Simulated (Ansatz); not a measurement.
SiC: uniaxial strain ε_zz = −1.20 %

Take SiC in the wurtzite structure (space group P6_3mc, No. 186; a = 3.0920 Å, c = 5.0743 Å) as the base. Axes: x lies along a and z along c of the hexagonal cell.

Perturbation: the cell is compressed by 1.20 % along z with no lateral relaxation, atoms relaxed at fixed cell.

All numbers come from plane-wave PAW DFT at the PBE level (Ansatz, a program for electronic structure, 420 eV), spin-orbit coupling left out. Γ-centred 12×12×7 mesh, Fermi–Dirac width 0.05 eV.

```tsv
quantity	base	changed	shift
space group	P6_3mc (No. 186)	P6_3mc (No. 186)	–
shortest interatomic distance	1.893 Å	1.888 Å	-0.005 Å
energy relative to the base (free energy F)	0 meV/atom	+2.5 meV/atom	+2.5 meV/atom
pressure (mean of the normal stresses, compression positive)	0.00 GPa	2.61 GPa	+2.61 GPa
band gap (an upper bound: an edge found on the path is not a true extremum; the changed cell)	2.31 eV	2.37 eV	+0.066 eV
stress (xx, yy, zz, yz, xz, xy; compression positive)	–	(0.65, 0.65, 6.54, 0.00, 0.00, 0.00) GPa	–
```

Final structure:

```yaml
crystal:
  lattice:
    - [3.09195, 0.00000, 0.00000]
    - [-1.54598, 2.67771, 0.00000]
    - [0.00000, 0.00000, 5.01338]
  atoms:
    - { symbol: Si, position: [0.33333, 0.66667, 0.99893] }
    - { symbol: Si, position: [0.66667, 0.33333, 0.49893] }
    - { symbol: C, position: [0.33333, 0.66667, 0.37607] }
    - { symbol: C, position: [0.66667, 0.33333, 0.87607] }
```

No phonon test of stability was made.
